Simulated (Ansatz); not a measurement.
A self-consistent single point of B3Ru2 (P6_3/mmc, 10 atoms in the cell) with Ansatz (a first-principles code).

Computed with r2SCAN, default PAW files made with PBE (plane waves; Ansatz).

```
CELL_PARAMETERS angstrom
      2.90510     0.00000     0.00000
     -1.45255     2.51589     0.00000
      0.00000     0.00000    12.81250
ATOMIC_POSITIONS crystal
  Ru 0.33333 0.66667 0.13985
  Ru 0.66667 0.33333 0.63985
  Ru 0.33333 0.66667 0.36015
  Ru 0.66667 0.33333 0.86015
  B  0.33333 0.66667 0.97220
  B  0.66667 0.33333 0.47220
  B  0.33333 0.66667 0.52780
  B  0.66667 0.33333 0.02780
  B  0.33333 0.66667 0.75000
  B  0.66667 0.33333 0.25000
```

Reference input (self-consistent single point, DFT, r2SCAN, plane waves, default PAW files made with PBE): kpoints.mp_grid.grid = 10 10 2; hamiltonian.xc = r2scan; hamiltonian.pseudopotentials = {kind: paw} (the program's default PAW files); scf.occupations.method = gaussian; scf.occupations.width = 0.0037 Ry. This run's input differs from it in these lines:

Ansatz 0.2 input:
```diff
@@ -22,3 +22,3 @@
 scf:
-  occupations: { method: gaussian, width: 0.0037 Ry }
+  occupations: { method: gaussian, width: 0.022 Ry }
 output:
```

Output (repeated stretches shortened):

```
SCF iter   1: F=—  HF=-24505.497529 eV  |F-HF|=—  |Δ(HF+E_count)|=         —  Δρ=1.19e-2  dr2=9.00e-2  dr2_τ=6.14e-1  ethr=1.77e-3  ⟨swp⟩=5.2  Hψ=5192  notcnv=0
all-band conjugate gradients solve this SCF's bands
preconditioner: auto → Kerker (q_TF=auto, 2.669 Å⁻¹)
SCF iter   2: F=—  HF=-24505.702063 eV  |F-HF|=—  |Δ(HF+E_count)|=   2.05e-1  Δρ=7.19e-3  dr2=2.14e-2  dr2_τ=2.06e-3  ethr=1.10e-4  ⟨swp⟩=2.0  Hψ=2293  notcnv=0
   [... lines left out ...]
SCF iter   5: F=—  HF=-24505.709436 eV  |F-HF|=—  |Δ(HF+E_count)|=   3.86e-5  Δρ=1.16e-4  dr2=1.54e-5  dr2_τ=4.36e-7  ethr=1.24e-7  ⟨swp⟩=2.3  Hψ=2165  notcnv=0
SCF iter   6: F=—  HF=-24505.709436 eV  |F-HF|=—  |Δ(HF+E_count)|=   4.13e-9  Δρ=3.31e-5  dr2=6.98e-7  dr2_τ=5.18e-8  ethr=1.88e-8  ⟨swp⟩=2.0  Hψ=2067  notcnv=0
SCF iter   7: F=-24505.709436 eV  HF=-24505.709436 eV  |F-HF|=2.64e-8  |Δ(HF+E_count)|=   3.10e-7  Δρ=6.53e-6  dr2=5.18e-8  dr2_τ=3.02e-9  ethr=1.22e-10  ⟨swp⟩=10.5  Hψ=6658  notcnv=0
SCF 1 converged in 7 iterations: F = -24505.709436 eV  dr2 = 5.18e-8
Free energy (F): -24505.709436 eV
Internal energy: -24505.622208 eV  (E = F + TS)
E sigma→0 (E₀):  -24505.665822 eV
Entropy (-TS):   -0.087229 eV (-8.723 meV/atom)
Fermi energy:    18.590252 eV
--- Forces (eV/Å), atoms counted from 1 ---
  atom   1  Ru    -0.00000000     0.00000000     0.02713821
  atom   2  Ru    -0.00000000    -0.00000000     0.02713821
  atom   3  Ru     0.00000000     0.00000000    -0.02713821
  atom   4  Ru    -0.00000000    -0.00000000    -0.02713821
  atom   5  B      0.00000000    -0.00000000    -0.75385214
  atom   6  B      0.00000000     0.00000000    -0.75385214
  atom   7  B     -0.00000000    -0.00000000     0.75385214
  atom   8  B      0.00000000     0.00000000     0.75385214
  atom   9  B     -0.00000000     0.00000000     0.00000000
  atom  10  B      0.00000000    -0.00000000     0.00000000
--- Stress (GPa, compression-positive) ---
       -0.093018       0.000000       0.000000
        0.000000      -0.093018       0.000000
        0.000000       0.000000      -0.936000
  P = ⅓ Tr σ = -0.3740 GPa (-3.740 kbar)
  The stress holds the Pulay correction. Without it, at fixed plane waves, as pw.x and ABINIT print it: P = -0.4503 GPa
```

The run converged in 7 iterations. Against the reference run the free energy drops by 3.6 meV/atom, the pressure goes from -0.50 to -0.37 GPa and the largest force hardly changes (0.757 to 0.754 eV/Å).

The starting cell comes from a database of published, mostly measured structures (it also holds non-ambient and calculated ones), without a prior relaxation at this level. Spin polarisation is off. Ansatz's pressure includes its estimate of the finite-basis (Pulay) stress.
